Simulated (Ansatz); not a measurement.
**What Al vacancy, symmetric start does to AlN**

Start from a 16-atom supercell of AlN in the zinc blende structure (space group F-43m, No. 216; a = 4.370 Å) at its relaxed geometry.

The change: one Al atom is removed, atoms relaxed at fixed cell.

All numbers come from r2SCAN, PAW, 500 eV (Ansatz, an electronic-structure program; without spin-orbit coupling). Γ-centred 5×5×5 mesh, Fermi–Dirac width 0.01 eV.

```json
{
  "pressure": "4.3 GPa (base 0.0 GPa)",
  "energy_gained_by_relaxation": "1.02 eV",
  "largest_displacement_of_a_host_atom_from_its_site_in_the_perfect_cell": "0.19 Å",
  "mean_distance_from_the_defect_site_to_its_nearest_host_atoms": "208 pm (base 189 pm)"
}
```

Final structure:

```yaml
crystal:
  lattice:
    - [0.00000, 4.36982, 4.36982]
    - [4.36982, 0.00000, 4.36982]
    - [4.36982, 4.36982, 0.00000]
  atoms:
    - { symbol: N, position: [0.37489, 0.37489, 0.37489] }
    - { symbol: N, position: [0.37489, 0.37489, 0.87533] }
    - { symbol: N, position: [0.37489, 0.87533, 0.37489] }
    - { symbol: N, position: [0.41278, 0.86241, 0.86241] }
    - { symbol: N, position: [0.87533, 0.37489, 0.37489] }
    - { symbol: N, position: [0.86241, 0.41278, 0.86241] }
    - { symbol: N, position: [0.86241, 0.86241, 0.41278] }
    - { symbol: N, position: [0.86241, 0.86241, 0.86241] }
    - { symbol: Al, position: [0.00379, 0.00379, 0.49621] }
    - { symbol: Al, position: [0.00379, 0.49621, 0.00379] }
    - { symbol: Al, position: [0.00379, 0.49621, 0.49621] }
    - { symbol: Al, position: [0.49621, 0.00379, 0.00379] }
    - { symbol: Al, position: [0.49621, 0.00379, 0.49621] }
    - { symbol: Al, position: [0.49621, 0.49621, 0.00379] }
    - { symbol: Al, position: [0.50000, 0.50000, 0.50000] }
```

The magnetic state is the one reached from the starting moments; the real material's order can differ, and small cells can't hold many antiferromagnetic ones. The cell is small, so the values are those of an ordered compound at a high defect concentration; dilute-limit values will differ. The defect started on the symmetric site and kept its symmetry, so it may sit on a saddle. The defect cell is spin-polarised and ends with 3.0 μB. This is not the structure that AlN has at room temperature and ambient pressure.
